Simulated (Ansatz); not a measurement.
Model glasses of amorphous ZrO2, 62 to 67 atoms (Zr20O40 before any change). Each row is one cell at a composition chosen by hand, melted whole on the CHGNet potential with the anions pushed apart under 1.9 Å, quenched within some picoseconds, far faster than a real film, and relaxed with PBE, scalar-relativistic without spin-orbit coupling (plane waves to 420 eV, PAW; Ansatz, an electronic-structure program). Each is the lower in DFT energy of 2 quenches. Cycles of charging and discharging were tried on some cells ahead of these points, and a cell that came back lower was taken. The column on the box says what of it was relaxed with the atoms; held means as the quench left it. Cells that kept moments or hold spare charge are left out.

At the relaxed places, the spacing of the highest filled and the lowest empty level was computed at the zone centre with PBE and with r2SCAN, without spin polarisation. A level counts as spread where PBE shares it among more than a fifth of the atoms; else the element of the atom with the largest weight is named. Formal charges balance in every cell (each cation at its usual highest valence, Cu and Ag at +1, Sb at +3, H at +1, O at −2, N at −3, F and Cl at −1). r2SCAN ran with plane waves to 500 eV. Where a level is localised, the spacing isn't the band gap.

```tsv
cell	change	box	highest filled on	lowest empty on	spacing, PBE (eV)	spacing, r2SCAN (eV)
Zr20O43Mo	+1 Mo, +3 O	volume and shape	O	Mo	2.15	2.38
Zr20O43W	+3 O, +1 W	shape	O	W	2.39	2.67
Zr20O41Ag2	+2 Ag, +1 O	shape	Ag	spread	3.19	3.59
Zr20O43B2	+2 B, +3 O	volume and shape	spread	spread	3.32	3.78
Zr20O41K2	+2 K, +1 O	volume and shape	O	spread	3.42	withheld
Zr20O41Be	+1 Be, +1 O	shape	O	spread	3.52	3.97
Zr20O41Zn	+1 O, +1 Zn	shape	O	Zr	3.54	3.96
Zr20O41Sr	+1 O, +1 Sr	shape	O	spread	3.61	4.07
Zr20O45P2	+5 O, +2 P	shape	O	spread	3.72	4.17
```

Question: Fit a straight line of the last column on the one before it through the 8 full rows, and predict the withheld value for Zr20O41K2.

Answer: Means: x = 3.180, y = 3.574. Slope = Σ(Δx Δy) / Σ(Δx²) = 2.7817 / 2.4264 = 1.146; intercept = 3.574 − (1.146) × 3.180 = -0.070 eV; r.m.s. residual 0.021 eV. Prediction: -0.070 + (1.146) × 3.42 = 3.85 eV. The run gave 3.84 eV, a miss of 0.01 eV, within the residual.
